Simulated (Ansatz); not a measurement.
SrGeO₃ (P-62m, No. 189, 15 atoms in the cell; start mp-555731) was calculated with PBEsol+SOC (PAW; Ansatz, a quantum-chemistry and plane-wave program).

Run with plane-wave cutoff 520 eV, 6×6×6 k mesh, Fermi–Dirac smearing 0.01 eV, PAW data made under PBE.

Cell (relaxed with PBEsol):

```
SrGeO3
1.0
    6.90411     0.00000     0.00000
   -3.45205     5.97913     0.00000
    0.00000     0.00000     5.72022
Sr Ge O
3 3 9
Cartesian
 -1.15626   2.00270   2.86011
  2.31252   0.00000   2.86011
  2.29579   3.97643   2.86011
  0.93751   1.62382   0.00000
 -2.51454   4.35531   0.00000
  5.02908   0.00000   0.00000
  2.59575   4.49597   0.00000
 -0.85630   1.48316   0.00000
  1.71260   0.00000   0.00000
  1.25256   2.16949   1.60814
 -2.19950   3.80964   4.11208
  4.39899   0.00000   1.60814
  1.25256   2.16949   4.11208
 -2.19950   3.80964   1.60814
  4.39899   0.00000   4.11208
```

Q: Estimate the band gap that the calculation returns.

A: 
- band gap = 3.00 eV (direct)

Static lattice: no zero-point or thermal effects.

A start named mp-… is a Materials Project structure, which need not be a measured phase.
